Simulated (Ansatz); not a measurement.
**A computed series for Cu: response to strain**

Start from Cu in the fcc (Cu type) structure (space group Fm-3m, No. 225; a = 3.5790 Å; relaxed with 0.1 eV smearing). Axes: x, y, z lie along the cube axes.

Strains are applied to the cell and any free atomic positions relax; under biaxial strain the out-of-plane vector relaxes too; under stress the whole cell relaxes.

Calculations: r2SCAN in Ansatz (plane waves to 500 eV, PAW, spin-orbit coupling left out), earlier PAW set.

Candidates:
(a) uniaxial strain ε_zz = −0.95 %
(b) uniaxial stress, 2 GPa compression along z
(c) biaxial strain +4.40 %, plane normal [110], relaxed out of plane

Notes on the quantities. energy relative to the base: free energy F.

Task: Order them by energy relative to the base, lowest first.

Result: (a) uniaxial strain ε_zz = −0.95 % (+0.7 meV/atom), (b) uniaxial stress, 2 GPa compression along z (+2.2 meV/atom), (c) biaxial strain +4.40 %, plane normal [110], relaxed out of plane (+36 meV/atom)

A biaxial case was relaxed in a doubled cell and then solved in the primitive one. Beyond what the load breaks, stability against distortions was not tested. All final runs are without spin polarisation.

Ansatz is an electronic-structure program.
